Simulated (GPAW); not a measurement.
Band structure of CdS (P6_3mc, 8 atoms in the cell).

```
CELL_PARAMETERS angstrom
      4.18217     0.00000     0.00000
     -2.09109     3.62187     0.00000
      0.00000     0.00000    13.69136
ATOMIC_POSITIONS crystal
  Cd 0.00000 0.00000 0.00000
  Cd 0.00000 0.00000 0.50000
  Cd 0.66667 0.33333 0.75018
  Cd 0.33333 0.66667 0.25018
  S  0.00000 0.00000 0.81216
  S  0.00000 0.00000 0.31216
  S  0.66667 0.33333 0.56329
  S  0.33333 0.66667 0.06329
```

Computed with PBE, GPAW PAW datasets PBE (gpaw-data 1.0.1) (plane waves; GPAW).

Settings: mode = pw; ecut = 550 eV; xc = PBE; kpts = 6 6 2; mesh shift (steps) = 0 0 0; occupations.name = methfessel-paxton; occupations.width = 0.1 eV; occupations.order = 0; nbands = -8; convergence.bands = -6; symmetry.symmorphic = false; symmetry.tolerance = 0.0005; maxiter = 150; bandpath_npoints = 40.

The starting cell was generated: these elements placed on a structure prototype, without a prior relaxation; it need not be a known phase or ordering of this composition. Its lattice was rescaled by a random factor within 2.5 % of one.

**Question.** Predict the gap along the standard path and the places of the band edges.

**Answer.** The gap along the path is 1.06 eV, direct at Γ to within 0.01 eV.

Levels in eV from the top of the valence band on the SCF mesh, bands 33 to 40:
| point | 33 | 34 | 35 | 36 | 37 | 38 | 39 | 40 |
|---|---|---|---|---|---|---|---|---|
| Γ | -0.35 | -0.04 | 0.00 | 0.00 | 1.06 | 2.63 | 2.79 | 2.85 |
| M | -1.25 | -1.23 | -0.87 | -0.70 | 3.06 | 3.32 | 3.95 | 4.18 |
| K | -1.75 | -1.35 | -1.35 | -1.08 | 4.24 | 4.63 | 4.63 | 4.89 |
| A | -0.11 | -0.11 | -0.11 | -0.11 | 1.92 | 1.92 | 2.87 | 2.87 |
| L | -1.15 | -1.15 | -0.87 | -0.87 | 3.43 | 3.43 | 3.91 | 3.91 |
| H | -1.41 | -1.41 | -1.25 | -1.25 | 4.43 | 4.43 | 4.60 | 4.60 |
